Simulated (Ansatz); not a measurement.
We consider L1₀ (CuAu-type) CuAu, described by rVV10 (PAW; Ansatz, a quantum-chemistry and plane-wave program).

Numerical settings: plane-wave cutoff 520 eV, 20×20×16 k mesh (along the axes of the cell as run), Fermi–Dirac smearing 0.05 eV, no spin polarisation, scalar-relativistic PAW data made under PBE.

Energies at three volumes about the minimum:

| V (Å³/atom) | E − E_lowest (meV/atom) |
|---|---|
| 15.057 | 2.70 |
| 15.365 | 0.00 |
| 15.672 | 2.45 |

**Question.** Fit a parabola by hand: where is the minimum, and what is the bulk modulus?

**Answer.** Slopes: (0.00 − 2.70)/(15.365 − 15.057) = -8.766 and (2.45 − 0.00)/(15.672 − 15.365) = 7.980 meV/Å³. Curvature E″ = 2 × (7.980 − (-8.766))/(15.672 − 15.057) = 54.459 meV/Å⁶. From the middle of the first interval, the slope vanishes at V0 = 15.2110 − (-8.766)/54.459 = 15.372 Å³/atom. B = V0 E″ = 15.372 × 54.459 meV/Å³ × 0.1602 GPa per meV/Å³ = 134 GPa. The full Birch–Murnaghan fit to all volumes gives V0 = 15.366 Å³/atom and B0 = 134 GPa.

Shape and atoms are relaxed at each volume.

Note: the bulk modulus comes from volumes at which shape and atoms were relaxed.
